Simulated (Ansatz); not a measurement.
The parent structure is FeO in the rock salt structure (space group Fm-3m, No. 225; a = 4.246 Å; ferromagnetic).

Structures relaxed with DFT with PBEsol, PAW potentials and a 420 eV plane-wave cutoff in Ansatz (an electronic-structure program), no spin-orbit coupling.

Base:

Simulated powder pattern, Mo Kα, λ = 0.71073 Å (kinematic, ideal powder, no thermal factors, no anomalous dispersion; the 14 strongest lines at most, above 2 %, up to 2θ = 40°):

| 2θ (°) | I/Imax (%) | hkl |
|---|---|---|
| 16.67 | 65 | (111) |
| 19.27 | 100 | (200) |
| 27.39 | 63 | (220) |
| 32.23 | 29 | (311) |
| 33.71 | 20 | (222) |
| 39.12 | 8.3 | (400) |

Modification: a hydrostatic pressure of 30 GPa.

**Question.** Where do the lines fall after the change?

**Answer.** 
Simulated powder pattern, Mo Kα, λ = 0.71073 Å (kinematic, ideal powder, no thermal factors, no anomalous dispersion; the 14 strongest lines at most, above 2 %, up to 2θ = 40°):

| 2θ (°) | I/Imax (%) | hkl |
|---|---|---|
| 17.43 | 66 | (111) |
| 20.15 | 100 | (200) |
| 28.65 | 62 | (220) |
| 33.73 | 28 | (311) |
| 35.27 | 19 | (222) |

The indices refer to the base's conventional cell; one index is shown for lines that coincide.

Load acts through the strain it causes; cell and atoms are relaxed under it. No phonon test of stability was made. Competing high-pressure phases were not computed. No Hubbard U is applied and the magnetic state is the run's own (FeO ferromagnetic); small cells can't hold the antiferromagnetic order that many such compounds have, so gaps and moments can be off. In its common phase, real FeO is an antiferromagnetic insulator at low temperature.
